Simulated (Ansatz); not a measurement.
# InSb (model structure, started from the CdTe type, P3₁21, No. 152, 6 atoms in the cell)

The numbers are results of PBEsol in Ansatz (plane waves, PAW), not measurements.

Settings: plane-wave cutoff 520 eV, 12×12×6 k mesh (along the axes of the cell as run), Fermi–Dirac smearing 0.05 eV, scalar-relativistic PAW data made under PBE.

Cell (relaxed at this level):

```cif
data_In3Sb3
_chemical_formula_sum 'In3 Sb3'
_space_group_name_H-M_alt 'P3121'
_space_group_IT_number 152
_space_group_name_Hall 'P 31 2"'
_cell_length_a 4.58923
_cell_length_b 4.58923
_cell_length_c 10.02284
_cell_angle_alpha 90.000
_cell_angle_beta 90.000
_cell_angle_gamma 120.000
loop_
_atom_site_label
_atom_site_type_symbol
_atom_site_symmetry_multiplicity
_atom_site_Wyckoff_symbol
_atom_site_fract_x
_atom_site_fract_y
_atom_site_fract_z
_atom_site_occupancy
In1 In 3 a 0.55447 0.55447 0.00000 1
Sb1 Sb 3 b 0.53561 0.53561 0.50000 1
```

```yaml
band_gap: none
bulk_modulus: 22.5 GPa
```

Note: the bulk modulus is −V dP/dV from two relaxed cells at ±2 % in volume; the relaxation could raise the start's symmetry but not lower it, so the cell can be a saddle point.

Spin–orbit coupling is not included; it can open a gap where bands touch, and shift volumes and moduli.

Static lattice: no zero-point or thermal effects.

Cost on a shared machine: very roughly 15 core-minutes.

A model structure was made by putting elements into a prototype or built by hand; it is no filed structure, need not be a known phase, and can be a saddle point held by its symmetry.

Ansatz is a quantum-chemistry and plane-wave program.
